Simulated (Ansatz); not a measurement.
System: fluorite AuAl₂. Method: PBEsol in Ansatz (plane waves, PAW).

A relaxed, unreconstructed slab of the (111) face has 18 atoms, two equal faces of 15.605 Å² each and an energy of -84342.9029 eV. A bulk cell of 9 atoms with the same orientation and in-plane k mesh has -42172.6488 eV. Energies are extrapolated to zero smearing.

Run with plane-wave cutoff 500 eV, 18×18×1 k mesh (along the axes of the cell as run), Fermi–Dirac smearing 0.1 eV, scalar-relativistic PAW data made under PBE.

Worked out: γ = (E_slab − N E_bulk per atom)/2A = [-84342.9029 − 18 × (-42172.6488/9)]/(2 × 15.605) = 0.0767 eV/Å². With 16.022 J/m² per eV/Å² this is 1.23 J/m², or 1.20 eV per surface cell and face.

Ansatz is a first-principles code.
